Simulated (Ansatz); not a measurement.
# Volume per atom of W₂Si (model structure, started from the Fe2P type, P-62m, No. 189, 9 atoms in the cell) at several levels of theory

No measured value is used here.

```json
[
 {"level (code)": "PBE (Ansatz)", "value (Å³/atom)": "14.84"},
 {"level (code)": "PBEsol (Ansatz)", "value (Å³/atom)": "14.46"},
 {"level (code)": "PBE-D3(BJ) (Ansatz)", "value (Å³/atom)": "14.45"}
]
```

Density-functional levels without +SOC have no spin–orbit coupling. Ansatz's density-functional and Hartree–Fock values are scalar-relativistic unless marked +SOC, with PAW data made under PBE.

A model structure was made by putting elements into a prototype or built by hand; it is no filed structure, need not be a known phase, and can be a saddle point held by its symmetry.

Ansatz is an electronic-structure program.
